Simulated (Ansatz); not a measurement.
The parent structure is BaTiO$_{3}$ in the cubic perovskite structure (space group Pm-3m, No. 221; a = 3.9699 Å). Axes: x, y, z lie along the cube axes.

Calculations: Ansatz (an electronic-structure program), PBEsol, PAW, cutoff 420 eV, spin-orbit coupling left out.

Base values:

* **Pressure**: -0.01 GPa

Perturbation: biaxial strain +3.00 %, plane normal [001], relaxed out of plane (Cartesian); in-plane vectors clamped, the third vector and the atoms free.

### Question
How does this affect the out-of-plane strain and pressure?

### Answer
The out-of-plane strain is -1.90 %; the pressure (mean of the normal stresses, compression positive) falls by 6.03 GPa (-0.01 GPa → -6.04 GPa).

Whether these cells are dynamically stable was not tested. All final runs are without spin polarisation. Many cubic perovskites are stable only at high temperature; tilts and polar distortions were not tested. This is not the structure that BaTiO3 has at room temperature and ambient pressure.
